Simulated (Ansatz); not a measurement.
Consider MgS in the rock salt structure (space group Fm-3m, No. 225; a = 5.155 Å).

Levels (all Ansatz, a program for electronic structure, PAW): PBE-D3(BJ) (420 eV, no spin-orbit coupling); r2SCAN (500 eV, no spin-orbit coupling); HSE06 (420 eV, scalar-relativistic without spin-orbit coupling).

One geometry, relaxed with PBE-D3(BJ), under each level:

Notes on the quantities. hole mass: degenerate bands, along [100].

```json
[
 {"level": "PBE-D3(BJ)", "band gap": "2.85 eV", "lowest conduction level above the VBM at special points": "X 2.85 eV; Γ 3.95 eV; K 3.95 eV; U 3.95 eV", "electron mass": "0.53 mₑ along k, 0.29 mₑ across (at X)", "hole mass": "0.26, 0.92, 0.92 mₑ (at Γ)"},
 {"level": "r2SCAN", "band gap": "3.52 eV", "lowest conduction level above the VBM at special points": "X 3.52 eV; Γ 4.88 eV; K 4.59 eV; U 4.59 eV", "electron mass": "0.53 mₑ along k, 0.30 mₑ across (at X)", "hole mass": "0.28, 0.91, 0.91 mₑ (at Γ)"},
 {"level": "HSE06", "band gap": "(withheld)", "lowest conduction level above the VBM at special points": "(withheld)", "electron mass": "–", "hole mass": "–"}
]
```

**Question.** Give the withheld HSE06 results.

**Answer.** 
- HSE06, band gap: 3.87 eV
- HSE06, lowest conduction level above the VBM at special points: X 3.87 eV; Γ 5.07 eV; K 5.00 eV

Single points use the geometry relaxed with PBE-D3(BJ). HSE06 was sampled on its mesh, a few special points and the semilocal edge points, so its gap is an upper bound. Masses are band curvatures over ±0.01 Å⁻¹ around the edge. Along k means along the line from Γ to the band edge. No phonon test of stability was made. The base started in Pnma and relaxed to Fm-3m at this level.
